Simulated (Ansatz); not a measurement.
Ansatz (a program for electronic structure) run on CuAgO2 (Cm, 4 atoms in the cell): self-consistent single point.

Method: PBEsol, default PAW files made with PBE (plane waves; Ansatz).

```xyz
4
Lattice="3.2956 -1.4197 0.0000 3.2956 1.4197 0.0000 -2.3809 0.0000 5.5560" Properties=species:S:1:pos:R:3 pbc="T T T"
Cu     2.1051     0.0000     2.8280
Ag     0.0000     0.0000     0.0000
O      5.0946     0.0000     1.5766
O     -0.8843     0.0000     3.9794
```

Reference input (self-consistent single point, DFT, PBEsol, plane waves, default PAW files made with PBE): basis.ecutwfc = 420 eV; kpoints.mp_grid.grid = 11 11 5; hamiltonian.xc = pbesol; hamiltonian.pseudopotentials = {kind: paw} (the program's default PAW files); scf.occupations.method = gaussian; scf.occupations.width = 0.1 eV. This run's input differs from it in these lines:

Ansatz 0.2 input:
```diff
@@ -13,3 +13,3 @@
 kpoints:
-  mp_grid: { grid: [11, 11, 5] }
+  mp_grid: { grid: [10, 10, 5] }
 hamiltonian:
@@ -18,3 +18,3 @@
 scf:
-  occupations: { method: gaussian, width: 0.1 eV }
+  occupations: { method: gaussian, width: 0.02 eV }
 output:
```

Output (repeated stretches shortened):

```
SCF iter   1: F=—  HF=-15228.973437 eV  |F-HF|=—  |Δ(HF+E_count)|=         —  Δρ=1.91e-2  dr2=1.55e-1  ethr=1.77e-3  ⟨swp⟩=5.6  Hψ=15884  notcnv=0
all-band conjugate gradients solve this SCF's bands
preconditioner: auto → LDOS
SCF iter   2: F=—  HF=-15228.985497 eV  |F-HF|=—  |Δ(HF+E_count)|=   1.21e-2  Δρ=2.29e-2  dr2=1.65e-1  ethr=3.10e-4  ⟨swp⟩=2.2  Hψ=9071  notcnv=0  defer=129
   [... lines left out ...]
SCF iter   6: F=—  HF=-15228.935100 eV  |F-HF|=—  |Δ(HF+E_count)|=   1.42e-5  Δρ=6.33e-5  dr2=1.33e-6  ethr=1.90e-7  ⟨swp⟩=1.6  Hψ=4901  notcnv=0  defer=129
SCF iter   7: F=—  HF=-15228.935101 eV  |F-HF|=—  |Δ(HF+E_count)|=   2.62e-7  Δρ=3.71e-5  dr2=6.02e-7  ethr=2.67e-9  ⟨swp⟩=2.2  Hψ=6417  notcnv=0  defer=129
SCF iter   8: F=—  HF=-15228.935100 eV  |F-HF|=—  |Δ(HF+E_count)|=   2.58e-8  Δρ=2.96e-5  dr2=3.18e-7  ethr=1.20e-9  ⟨swp⟩=1.0  Hψ=4103  notcnv=0  defer=129
SCF iter   9: F=-15228.935100 eV  HF=-15228.935100 eV  |F-HF|=2.14e-8  |Δ(HF+E_count)|=   4.07e-8  Δρ=7.56e-6  dr2=2.20e-8  ethr=2.00e-10  ⟨swp⟩=6.5  Hψ=16071  notcnv=0
SCF 1 converged in 9 iterations: F = -15228.935100 eV  dr2 = 2.20e-8
Free energy (F): -15228.935100 eV
Internal energy: -15228.934700 eV  (E = F + TS)
E sigma→0 (E₀):  -15228.934900 eV
Entropy (-TS):   -0.000400 eV (-0.100 meV/atom)
Fermi energy:    9.980385 eV
--- Forces (eV/Å), atoms counted from 1 ---
  atom   1  Cu    -0.19363366     0.00000000    -1.17919990
  atom   2  Ag    -0.01308076     0.00000000     0.14968024
  atom   3  O      0.38941951    -0.00000000     0.57710086
  atom   4  O     -0.18270700     0.00000000     0.45241494
--- Stress (GPa, compression-positive) ---
       -5.777463       0.000000       1.430238
        0.000000      -8.413815       0.000000
        1.430227       0.000000      -9.415375
  P = ⅓ Tr σ = -7.8689 GPa (-78.689 kbar)
  The stress holds the Pulay correction. Without it, at fixed plane waves, as pw.x and ABINIT print it: P = -8.4245 GPa
```

The run converged in 9 iterations. Against the reference run the free energy rises by 2.0 meV/atom, the pressure moves little (-7.88 to -7.87 GPa) and the largest force hardly changes (1.200 to 1.195 eV/Å).

The starting cell comes from a database of computed structures (which also holds hypothetical and non-ambient phases and stackings), without a prior relaxation at this level. Its lattice was rescaled by up to half a per cent. One atom was moved a little off its site on purpose. Spin polarisation is off, so a magnetic state, if there is one, cannot be reached. With a pressure of about -8 GPa the cell is away from its equilibrium volume at this level. Forces in this geometry exceed 1 eV/Å. Ansatz's pressure includes its estimate of the finite-basis (Pulay) stress. Without the estimate this run gives -8.42 GPa. The run gives no clean gap (levels at the Fermi energy touch, overlap or are partly filled at this smearing), which alone does not show that the compound is a metal.
